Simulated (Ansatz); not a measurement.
Consider the following.

```
BeS
1.0
    0.00000     2.39119     2.39119
    2.39119     0.00000     2.39119
    2.39119     2.39119     0.00000
Be S
1 1
Direct
  0.00000   0.00000   0.00000
  0.25000   0.25000   0.25000
```

No spin polarisation.

Computed with DFT with LDA, PAW potentials and a 420 eV plane-wave cutoff in Ansatz (an electronic-structure program), without spin-orbit coupling. Γ-centred 12×12×12 mesh, Fermi–Dirac width 0.05 eV.

**Question.** Predict the band gap.

**Answer.** 2.80 eV.

**Question.** What gap character does the calculation give?

**Answer.** Indirect, Γ → X.

**Question.** Estimate the width of the top valence band.

**Answer.** 3.62 eV.

**Question.** What is the computed electron mass?

**Answer.** 0.80 mₑ along k, 0.27 mₑ across (at X).

Load acts through the strain it causes; cell and atoms are relaxed under it. Masses are band curvatures over ±0.01 Å⁻¹ around the edge. Along k means along the line from Γ to the band edge. No phonon test of stability was made. The cell was made from BeS in the zinc blende structure (space group F-43m, No. 216) by this change: pressure 0.9 GPa.
